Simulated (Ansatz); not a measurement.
Migration barriers: C vacancy in 3C silicon carbide with all lengths changed by +1 %, charge state +2

Consider C vacancy in 3C silicon carbide with all lengths changed by +1 %, charge state +2. All values below come from PBE, PAW (plane waves to 420 eV; Ansatz, a program for electronic structure).

Cell of 64 host sites held at the strained lattice (strain from the relaxed PBE one, atoms relaxed); a 2×2×2 k-point mesh shifted by half a step; Fermi-Dirac width 0.01 eV, spin-restricted; finite-size errors left in. No zero-point or tunnelling terms. The charge state is imposed; whether it is stable for some Fermi level was not computed. Forms of the defect that were not tried may lie lower.

Barriers: single points on a 3×3×3 k-point mesh shifted by half a step at the bands' geometries.

```json
[
 {"Route": "one C atom jumps into the vacancy from a nearby C site", "Start site over the lowest site run (eV)": "0.00", "Hop (Å)": "3.12", "Forward barrier (eV)": "5.14", "Backward barrier (eV)": "5.14", "Neighbours at the start": "Si at 1.87, 2 Si at 1.92, Si at 1.94 Å", "Neighbours at the saddle": "Si at 1.81, 4 Si at 2.26 Å", "Saddle order": "not checked, on a symmetry element", "Forward, on the band's own sampling (eV)": "5.13"}
]
```

Paths come from nudged elastic bands with a climbing image.  A band can be held on a symmetry element, so unchecked saddle points there may be too high.
